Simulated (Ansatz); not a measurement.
YSi (Cmcm, No. 63; cell taken from a computed entry), treated with PBEsol (Ansatz, a first-principles code, PAW).

Numerical settings: plane-wave cutoff 500 eV, 10×10×10 k mesh, Fermi–Dirac smearing 0.05 eV, scalar-relativistic PAW data made under PBE.

Computed at the level's own relaxed cell.

Give the computed volume per atom.


volume per atom: 21.06 Å³/atom

The run finds no gap.

Note: the relaxation could not lower the start's symmetry, so the cell can be a saddle point above a distorted one.

The computed numbers hold no vibrational or temperature effects.
